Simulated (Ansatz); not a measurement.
The reference is MoTe2 in the 2H-MoS2 type structure (space group P6_3/mmc, No. 194; a = 3.497 Å, c = 13.697 Å; layered, stacked along the Cartesian z axis).

Method: DFT with PBE-D3(BJ), PAW potentials and a 420 eV plane-wave cutoff in Ansatz (a program for electronic structure), scalar-relativistic without spin-orbit coupling, earlier PAW set.

For the base:

The shortest interatomic distance comes out as 2.716 Å and the band gap is 0.60 eV. The density is 8.04 g/cm³ and the gap character comes out as indirect, Γ → K–Γ (44 % along).

Modification: every Te is replaced by S; the structure is relaxed again.

Tabulated Pauling electronegativity and covalent radius: Te 2.10, 1.38 Å; S 2.58, 1.05 Å.

Problem. What happens to the shortest interatomic distance?

Solution. The shortest interatomic distance falls by 0.3165 Å to 2.400 Å.

Problem. What happens to the band gap?

Solution. The band gap rises by 0.173 eV, from 0.60 eV to 0.78 eV.

Problem. Predict the new density.

Solution. The density shrinks by 2.92 g/cm³ to 5.12 g/cm³.

Problem. What happens to the hole mass?

Solution. The hole mass amounts to 1.0 mₑ along c, 0.61 mₑ across (at Γ).

Problem. Predict the new gap character.

Solution. The gap character remains indirect, Γ → K–Γ (44 % along).

With Te present, leaving out spin-orbit coupling can change the band edges. Masses are band curvatures over ±0.01 Å⁻¹ around the edge. Whether these cells are dynamically stable was not tested. The program warned that a D3 coordination switch lies within reach, so dispersion energies are less smooth here.
